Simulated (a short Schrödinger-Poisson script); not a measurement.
Stack: MOS inversion layer, HfO2 on p-type Si(100), at 300 K.

| layer | material | thickness (nm) | Na (cm⁻³) |
|---|---|---|---|
| 1 | HfO2 | 5 | - |
| 2 | Si | 390 | 1.2e18 |

Constants are typed, rounded textbook-type inputs, not results; the design itself was drawn at random and stands for no fabricated device. HfO2: permittivity 22, conduction-band edge (eV) 1.55, gap (eV) 5.7, electron mass (mₑ) 0.2. Si: permittivity 11.7, conduction-band edge (eV) 0, gap (eV) 1.124, Nv at 300 K (cm⁻³) 3.1e19.

Channel valleys (confinement mass, in-plane density-of-states mass, number): Δ2 0.916, 0.19, 2; Δ4 0.19, 0.417, 4. At the gate the conduction-band edge of layer 1 lies 1.76 eV − eVg above the Fermi level of the channel; the field vanishes at the back. Gaps are held at their typed values at every temperature. Mesh 0.03 nm at interfaces.

Solved with a short Schrödinger-Poisson script written for these runs: 1D Poisson equation in equilibrium, electrons classical, Fermi-Dirac, parabolic valleys, classical holes, full ionisation, no traps, pinning or gate leakage.

The same stack at other levels of the model or other numerical settings:

```csv
run,sheet density of all electrons at Vg = 1.05 V (cm⁻²),sheet density of all electrons at Vg = 0.45 V (cm⁻²),capacitance at Vg = 1.05 V (μF/cm²),centroid of the channel electrons at Vg = 1.05 V (nm),rough cost against the base
base,1.26e13,1.44e12,3.20,0.45,about 1
"electrons treated as classical, Boltzmann",1.41e13,1.54e12,3.61,0.26,0.2
"electrons treated as quantum, Hartree",9.01e12,3.05e11,…,…,4
mesh six times as coarse,1.22e13,…,3.12,0.53,0.2
```

Fill in the missing entries.


- mesh six times as coarse, sheet density of all electrons at Vg = 0.45 V (cm⁻²): 1.34e12
- electrons treated as quantum, Hartree, centroid of the channel electrons at Vg = 1.05 V (nm): 1.25
- electrons treated as quantum, Hartree, capacitance at Vg = 1.05 V (μF/cm²): 2.70

The classical rows ignore confinement, and Boltzmann statistics overrate the density once the band edge passes the Fermi level.
